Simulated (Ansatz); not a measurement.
# LiCl: response to strain

The parent structure is LiCl in the rock salt structure (space group Fm-3m, No. 225).

```
LiCl
1.0
    0.00000     2.53210     2.53210
    2.53210     0.00000     2.53210
    2.53210     2.53210     0.00000
Li Cl
1 1
Direct
  0.00000   0.00000   0.00000
  0.50000   0.50000   0.50000
```

Strains are applied to the cell and any free atomic positions relax.

All numbers come from PBEsol, PAW, 420 eV (Ansatz, a quantum-chemistry and plane-wave program; no spin-orbit coupling).

Candidates:
(a) isotropic strain −0.50 %
(b) isotropic strain −3.00 %
(c) isotropic strain +2.50 %
(d) isotropic strain +1.50 %

Base values:

Width of the top valence band: 1.20 eV

**Question.** Order them by width of the top valence band, highest first.

**Answer.** (b) isotropic strain −3.00 % (1.40 eV), (a) isotropic strain −0.50 % (1.23 eV), (d) isotropic strain +1.50 % (1.11 eV), (c) isotropic strain +2.50 % (1.06 eV)

The levels and masses belong to the bands next to the band gap. Stability against distortions was not tested.
